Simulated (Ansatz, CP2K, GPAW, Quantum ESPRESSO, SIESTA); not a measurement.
## Code comparison for CdPPd5 (P4/mmm, 7 atoms in the cell)

Self-consistent single point.

```
CELL_PARAMETERS angstrom
      3.89942     0.00000     0.00000
      0.00000     3.89942     0.00000
      0.00000     0.00000     6.93431
ATOMIC_POSITIONS crystal
  Cd 0.50000 0.50000 0.00000
  P  0.00000 0.00000 0.50000
  Pd 0.00000 0.00000 0.00000
  Pd 0.50000 0.00000 0.69928
  Pd 0.50000 0.00000 0.30072
  Pd 0.00000 0.50000 0.69928
  Pd 0.00000 0.50000 0.30072
```

Shared settings, as Ansatz (a quantum-chemistry and plane-wave program) writes them: kpoints.mp_grid.grid = 7 7 4; scf.occupations.method = fermi_dirac; scf.occupations.width = 0.1 eV. Potentials and cutoffs stand in the table.

```tsv
code	model	pressure (GPa)	largest force (eV/Å)	cutoff
GPAW	LDA (Perdew-Wang 92), GPAW PAW datasets LDA (gpaw-data 1.0.1)	-3.85	0.092	600 eV
SIESTA	LDA PW92, numerical atomic orbitals DZP, PseudoDojo LDA standard norm-conserving potentials (rewritten from UPF to PSML)	-2.86	0.308	grid 400 Ry
Quantum ESPRESSO	LDA (PZ), GBRV 1.5 ultrasoft (LDA) pseudopotentials	-3.46	0.073	40 Ry
CP2K	LDA (Pade form), GPW, DZVP-MOLOPT-PBE-GTH basis, GTH-PBE potentials (POTENTIAL_UZH)	-0.91	0.168	grid 500 Ry
Ansatz	LDA (PW92), PAW files made with PBE	-4.30	0.049	default
```

On Ansatz's run: spin polarisation is off; with an odd number of electrons in the cell that forces a metal, and a magnetic state may lie lower.

The spread over the programs that give each value: pressure within 3.39 GPa; largest force within 0.259 eV/Å.

SIESTA and CP2K use small atom-centred bases, whose incompleteness enters pressures, forces and empty levels differently from a plane-wave cutoff. Ansatz's pressure is given at a fixed set of plane waves, as the other plane-wave codes print theirs. The same LDA comes in different parametrisations, which differ slightly. In the pressure, CP2K (by 2.93) lies more than 1 GPa from the median of the plane-wave programs. In the force vectors, SIESTA (by 0.235) and CP2K (by 0.095) lie more than 0.08 eV/Å from the median of the plane-wave programs.

The starting cell comes from a database of computed structures (which also holds hypothetical and non-ambient phases and stackings), without a prior relaxation at this level. Its lattice was rescaled by a random factor within 2.5 % of one.

Keys are those of Ansatz 0.2.
